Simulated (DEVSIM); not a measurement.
System: illuminated Ge p-on-n cell, one wavelength, with a back-surface field, at 300 K.

| layer (left to right) | material | thickness (μm) | Nd (cm⁻³) | Na (cm⁻³) | τn (s) | τp (s) | absorption coefficient (cm⁻¹) |
|---|---|---|---|---|---|---|---|
| 1 | Ge | 0.230 | - | 1.6e18 | 1.4e-5 | 6.6e-7 | 64000 |
| 2 | Ge | 27.0 | 6.8e15 | - | 6e-5 | 6e-5 | 64000 |
| 3 | Ge | 0.220 | 3.4e18 | - | 6e-5 | 6e-5 | 64000 |

Left contact: ohmic, minority electron recombination velocity 1e6 cm/s. Right contact: ohmic, minority hole recombination velocity 7e6 cm/s. Voltage is applied to the left contact. Recombination: SRH at mid-gap, radiative, Auger. Light enters at the left, 1.9e17 photons cm⁻² s⁻¹, one pass, no reflection. Mobility is μmin + (μ − μmin)/(1 + (N/Nref)^α).

The device is made up for the run: typed textbook-type constants, with dimensions and the other settings drawn at random. Values at 300 K; Nc and Nv go as T^1.5, mobilities as T to minus their exponent, the gap by Varshni's rule with the affinity fixed.

```tsv
parameter	Ge
gap (eV)	0.664
affinity (eV)	4
permittivity	16
Nc (cm⁻³)	1.04e19
Nv (cm⁻³)	6e18
μn (cm²/Vs)	3900
μp (cm²/Vs)	1900
μn,min	150
μp,min	100
Nref,n	2.6e17
Nref,p	4e17
αn	0.56
αp	0.6
T exponent of μn	1.66
T exponent of μp	2.33
B (cm³/s)	6.4e-14
Cn (cm⁶/s)	1e-31
Cp (cm⁶/s)	1e-31
Varshni α (eV/K)	0.000477
Varshni β (K)	235
```

DEVSIM, 1D drift-diffusion, Boltzmann statistics, complete ionisation; no tunnelling, impact ionisation, image-force lowering or self-heating.

Base results: share of generated pairs collected at short circuit 0.793; open-circuit voltage (V) 0.169; largest power (mW/cm²) 2.46; short-circuit current (mA/cm²) 24.1.

Q: What follows from this one change: doping Na of layer 1 1.6e+18 → 4.8e+17 cm^-3?

A: share of generated pairs collected at short circuit 0.793 → 0.840; open-circuit voltage 0.169 → 0.142 V; largest power 2.46 → 2.05 mW/cm²; short-circuit current 24.1 → 25.6 mA/cm².

Q: What follows from this one change: temperature 300 → 350 K?

A: share of generated pairs collected at short circuit 0.793 → 0.784; open-circuit voltage 0.169 → 0.059 V; largest power 2.46 → 0.554 mW/cm²; short-circuit current 24.1 → 23.9 mA/cm².

Q: What follows from this one change: thickness of layer 3 0.22 → 0.044 μm?

A: share of generated pairs collected at short circuit little changed (0.793); open-circuit voltage 0.169 → 0.155 V; largest power 2.46 → 2.23 mW/cm²; short-circuit current little changed (24.1 mA/cm²).

Q: What follows from this one change: photon flux 1.9e+17 → 5.7e+18 cm^-2 s^-1?

A: share of generated pairs collected at short circuit little changed (0.793); open-circuit voltage 0.169 → 0.257 V; largest power 2.46 → 128 mW/cm²; short-circuit current 24.1 → 724 mA/cm².

Q: What follows from this one change: thickness of layer 1 0.23 → 0.69 μm?

A: share of generated pairs collected at short circuit 0.793 → 0.457; open-circuit voltage 0.169 → 0.165 V; largest power 2.46 → 1.38 mW/cm²; short-circuit current 24.1 → 13.9 mA/cm².

Q: What follows from this one change: recombination velocity at the right contact 7e+06 → 10 cm/s?

A: share of generated pairs collected at short circuit little changed (0.793); open-circuit voltage 0.169 → 0.177 V; largest power 2.46 → 2.67 mW/cm²; short-circuit current little changed (24.1 mA/cm²).

Q: What follows from this one change: constant mobility in place of the doping-dependent one?

A: share of generated pairs collected at short circuit 0.793 → 0.910; open-circuit voltage 0.169 → 0.156 V; largest power 2.46 → 2.58 mW/cm²; short-circuit current 24.1 → 27.7 mA/cm².
